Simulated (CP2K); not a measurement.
Band structure of Sb₂O₃ (Fd-3m, 20 atoms in the cell).

```
CELL_PARAMETERS angstrom
      7.93430     0.00000     0.00000
      3.96715     6.87131     0.00000
      3.96715     2.29044     6.47833
ATOMIC_POSITIONS crystal
  Sb 0.90632 0.36456 0.36456
  Sb 0.88544 0.88544 0.34368
  Sb 0.36456 0.90632 0.36456
  Sb 0.88544 0.88544 0.88544
  Sb 0.36456 0.36456 0.36456
  Sb 0.88544 0.34368 0.88544
  Sb 0.36456 0.36456 0.90632
  Sb 0.34368 0.88544 0.88544
  O  0.81447 0.81447 0.18553
  O  0.06447 0.06447 0.43553
  O  0.18553 0.18553 0.81447
  O  0.43553 0.43553 0.06447
  O  0.18553 0.81447 0.81447
  O  0.43553 0.06447 0.06447
  O  0.81447 0.18553 0.18553
  O  0.06447 0.43553 0.43553
  O  0.81447 0.18553 0.81447
  O  0.06447 0.43553 0.06447
  O  0.18553 0.81447 0.18553
  O  0.43553 0.06447 0.43553
```

Level of theory: PBEsol, GPW, DZVP-MOLOPT-PBE-GTH basis, GTH-PBE potentials (POTENTIAL_UZH) (CP2K).

Settings: CUTOFF = 450 Ry; REL_CUTOFF = 40 Ry; SMEAR/METHOD = GAUSSIAN; SIGMA = 0.05 eV; KPOINTS/SCHEME = MONKHORST-PACK 2 2 2; GAMMA_CENTERED = T; XC_FUNCTIONAL = PBE:PBESOL; Sb/BASIS_SET = DZVP-MOLOPT-PBE-GTH-q5; Sb/POTENTIAL = GTH-PBE-q5; O/BASIS_SET = DZVP-MOLOPT-PBE-GTH-q6; O/POTENTIAL = GTH-PBE-q6; METHOD = GPW; EPS_DEFAULT = 1e-11; EXTRAPOLATION = USE_GUESS.

The starting cell comes from a database of computed structures (which also holds hypothetical and non-ambient phases and stackings), without a prior relaxation at this level. Spin-orbit coupling is off. Values carry the incompleteness of an atom-centred basis. The potentials were made for another functional than the one used.

### Question
Predict the gap along the standard path and the places of the band edges.

### Answer
The gap along the path is 3.14 eV, from a point between K and Γ to Γ; the smallest direct gap on it is 3.38 eV.

Levels in eV from the top of the valence band on the SCF mesh, bands 53 to 57:
```csv
point,53,54,55,56,57
Γ,-0.29,-0.26,-0.26,-0.26,3.16
X,-0.36,-0.36,0.00,0.00,3.85
W,-0.18,-0.18,-0.11,-0.11,4.11
K,-0.26,-0.23,-0.16,0.01,3.95
L,-0.23,-0.23,0.00,0.00,3.69
U,-0.26,-0.23,-0.16,0.01,3.95
```

Higher empty bands are left out: an atom-centred basis made for the valence describes them poorly.
